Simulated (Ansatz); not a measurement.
Ansatz (a program for electronic structure) run on CuAgO2 (Cm, 4 atoms in the cell): self-consistent single point.

Method: PBEsol, harder PAW files (source: ansatz) made with PBE (plane waves; Ansatz).

```xyz
4
Lattice="3.2956 -1.4197 0.0000 3.2956 1.4197 0.0000 -2.3809 0.0000 5.5560" Properties=species:S:1:pos:R:3 pbc="T T T"
Cu     2.1051     0.0000     2.8280
Ag     0.0000     0.0000     0.0000
O      5.0946     0.0000     1.5766
O     -0.8843     0.0000     3.9794
```

Reference input (self-consistent single point, DFT, PBEsol, plane waves, default PAW files made with PBE): basis.ecutwfc = 420 eV; kpoints.mp_grid.grid = 9 9 4; hamiltonian.xc = pbesol; hamiltonian.pseudopotentials = {kind: paw} (the program's default PAW files); scf.occupations.method = gaussian; scf.occupations.width = 0.1 eV. This run's input differs from it in these lines:

Ansatz 0.2 input:
```diff
@@ -12,3 +12,3 @@
 basis:
-  ecutwfc: 420.0
+  ecutwfc: 790.0
 kpoints:
@@ -17,3 +17,3 @@
   xc: pbesol
-  pseudopotentials: { kind: paw }
+  pseudopotentials: { kind: paw, source: ansatz }
 scf:
```

Output (repeated stretches shortened):

```
SCF iter   1: F=—  HF=-15244.330166 eV  |F-HF|=—  |Δ(HF+E_count)|=         —  Δρ=1.26e-1  dr2=7.66e0  ethr=3.10e-3  ⟨swp⟩=6.0  Hψ=10865  notcnv=0
all-band conjugate gradients solve this SCF's bands
preconditioner: auto → Resta (q_TF=auto, 2.711 Å⁻¹)
SCF iter   2: F=—  HF=-15243.122094 eV  |F-HF|=—  |Δ(HF+E_count)|=    1.21e0  Δρ=3.87e-2  dr2=1.15e0  ethr=3.10e-3  ⟨swp⟩=3.1  Hψ=5696  notcnv=0  defer=89
   [... lines left out ...]
SCF iter   7: F=—  HF=-15242.871359 eV  |F-HF|=—  |Δ(HF+E_count)|=   1.63e-5  Δρ=1.58e-4  dr2=2.08e-5  ethr=4.34e-7  ⟨swp⟩=2.8  Hψ=4633  notcnv=0  defer=60
SCF iter   8: F=—  HF=-15242.871423 eV  |F-HF|=—  |Δ(HF+E_count)|=   6.44e-5  Δρ=8.23e-5  dr2=3.42e-6  ethr=4.17e-8  ⟨swp⟩=2.1  Hψ=4058  notcnv=0  defer=60
SCF iter   9: F=—  HF=-15242.871423 eV  |F-HF|=—  |Δ(HF+E_count)|=   2.10e-8  Δρ=1.84e-5  dr2=1.88e-7  ethr=6.85e-9  ⟨swp⟩=1.3  Hψ=3501  notcnv=0  defer=60
SCF iter  10: F=-15242.871423 eV  HF=-15242.871423 eV  |F-HF|=4.71e-8  |Δ(HF+E_count)|=   3.67e-8  Δρ=9.95e-6  dr2=4.42e-8  ethr=2.00e-10  ⟨swp⟩=8.3  Hψ=13133  notcnv=0
SCF 1 converged in 10 iterations: F = -15242.871423 eV  dr2 = 4.42e-8
Free energy (F): -15242.871423 eV
Internal energy: -15242.862854 eV  (E = F + TS)
E sigma→0 (E₀):  -15242.867138 eV
Entropy (-TS):   -0.008570 eV (-2.142 meV/atom)
Fermi energy:    10.629369 eV
--- Forces (eV/Å), atoms counted from 1 ---
  atom   1  Cu    -0.19546759     0.00000000    -1.19269497
  atom   2  Ag    -0.01344952     0.00000000     0.14969772
  atom   3  O      0.40263504     0.00000000     0.57716933
  atom   4  O     -0.19371939    -0.00000000     0.46582732
--- Stress (GPa, compression-positive) ---
       -5.723119       0.000000       1.420934
        0.000000      -8.612238       0.000000
        1.420962       0.000000      -9.292215
  P = ⅓ Tr σ = -7.8759 GPa (-78.759 kbar)
  The stress holds the Pulay correction. Without it, at fixed plane waves, as pw.x and ABINIT print it: P = -8.1278 GPa
```

The run converged in 10 iterations. Against the reference run the pressure moves little (-7.87 to -7.88 GPa) and the largest force moves little (1.203 to 1.209 eV/Å).

The starting cell comes from a database of computed structures (which also holds hypothetical and non-ambient phases and stackings), without a prior relaxation at this level. Its lattice was rescaled by up to half a per cent. One atom was moved a little off its site on purpose. Spin polarisation is off, so a magnetic state, if there is one, cannot be reached. Forces in this geometry exceed 1 eV/Å. Ansatz's pressure includes its estimate of the finite-basis (Pulay) stress. The cutoff lies below the one recommended for these files. The run gives no clean gap (levels at the Fermi energy touch, overlap or are partly filled at this smearing), which alone does not show that the compound is a metal.
